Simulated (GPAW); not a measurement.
GPAW run on MgAu₃ (Pm-3m, 4 atoms in the cell): self-consistent single point.

Method of the run: PBEsol, GPAW PAW datasets PBEsol (made by gpaw-setup) (plane waves; GPAW).

The change in words: lattice scaled by 0.98. Reference geometry:
```
CELL_PARAMETERS angstrom
      4.10653     0.00000     0.00000
      0.00000     4.10653     0.00000
      0.00000     0.00000     4.10653
ATOMIC_POSITIONS crystal
  Mg 0.00000 0.00000 0.00000
  Au 0.50000 0.50000 0.00000
  Au 0.00000 0.50000 0.50000
  Au 0.50000 0.00000 0.50000
```

Reference input (self-consistent single point, DFT PBEsol, plane waves, GPAW PAW datasets PBEsol (made by gpaw-setup)): mode = pw; ecut = 850 eV; xc = PBEsol; kpts = 6 6 6; mesh shift (steps) = 0 0 0; occupations.name = fermi-dirac; occupations.width = 0.1 eV; nbands = -8; convergence.forces = 0.001 eV/Å; symmetry.symmorphic = false; symmetry.tolerance = 0.0005; maxiter = 150. This run's input differs from it in these lines:

```diff
@@ -5,9 +5,9 @@
 atoms = Atoms(['Mg', 'Au', 'Au', 'Au'],
-              cell=[[4.106530, 0.000000, 0.000000],
-                    [0.000000, 4.106530, 0.000000],
-                    [0.000000, 0.000000, 4.106530]],
+              cell=[[4.024399, 0.000000, 0.000000],
+                    [0.000000, 4.024399, 0.000000],
+                    [0.000000, 0.000000, 4.024399]],
               positions=[[0.000000, 0.000000, 0.000000],
-                         [2.053265, 2.053265, 0.000000],
-                         [0.000000, 2.053265, 2.053265],
-                         [2.053265, 0.000000, 2.053265]],
+                         [2.012199, 2.012199, 0.000000],
+                         [0.000000, 2.012199, 2.012199],
+                         [2.012199, 0.000000, 2.012199]],
               pbc=True)
```

Log, with long lists cut:

```
     iter     time        total  log10-change:
                         energy   eigst   dens  force
iter:   1 --:--:--   -16.583391
iter:   2 --:--:--   -16.253466   -1.11  -1.29
iter:   3 --:--:--   -15.703703   -0.57  -1.32
iter:   4 --:--:--   -15.041370   -1.92  -1.61
iter:   5 --:--:--   -16.243031   -0.90  -1.99
iter:   6 --:--:--   -14.955647   -1.32  -1.40
iter:   7 --:--:--   -14.958343   -3.08  -2.20
iter:   8 --:--:--   -15.007128   -2.94  -2.25
iter:   9 --:--:--   -14.943414   -2.52  -2.07
iter:  10 --:--:--   -14.943410   -3.84  -3.06
iter:  11 --:--:--   -14.943415c  -5.27  -3.44
iter:  12 --:--:--   -14.943372c  -5.74  -3.32
iter:  13 --:--:--   -14.943388c  -5.68  -3.60
iter:  14 --:--:--   -14.943382c  -7.52c -3.86
iter:  15 --:--:--   -14.943372c  -6.49  -3.87
iter:  16 --:--:--   -14.943373c  -7.51c -4.72c
iter:  17 --:--:--   -14.943374c  -8.54c -5.30c -20.39c
Converged after 17 iterations.

Dipole moment: (-0.000006, -0.000006, -0.000006) |e|*Ang

Energy contributions relative to reference atoms: (reference = -1554804.652499)

Kinetic:        -28.559937
Potential:      +25.625858
External:        +0.000000
XC:             -12.554099
Entropy (-ST):   -0.053117
Local:           +0.571362
SIC:             +0.000000
--------------------------
Free energy:    -14.969933
Extrapolated:   -14.943374

Showing only first 2 kpts
 Kpt  Band  Eigenvalues  Occupancy
  0    19      7.56420    2.00000
  0    20      9.97268    0.05434
  0    21      9.97268    0.05434
  0    22      9.97268    0.05434

  1    19      7.56475    2.00000
  1    20      8.35499    1.99999
  1    21     10.86333    0.00001
  1    22     10.86333    0.00001

Fermi level: 9.61488

No gap
No difference between direct/indirect transitions
Energy (eV): -14.943374

Forces in eV/Ang:
  0 Mg   -0.00000    0.00000    0.00000
  1 Au   -0.00000   -0.00000    0.00000
  2 Au    0.00000    0.00000    0.00000
  3 Au   -0.00000    0.00000    0.00000

Stress tensor:
    -0.046690     0.000000     0.000000
     0.000000    -0.046690     0.000000
     0.000000     0.000000    -0.046690
Stress (GPa, Voigt): [-7.4806 -7.4806 -7.4806  0.      0.      0.    ]
```

The run converged in 17 iterations. GPAW prints stress with tension positive. Against the reference run the free energy goes up by 18.2 meV/atom and the pressure goes from -1.51 to 7.48 GPa.

The starting cell comes from a database of computed structures (which also holds hypothetical and non-ambient phases and stackings), without a prior relaxation at this level. For this run, on top of that: lattice scaled by 0.98. With a pressure of about 7 GPa the cell is away from its equilibrium volume at this level.

Cost on one core of a shared machine: roughly 40 s.
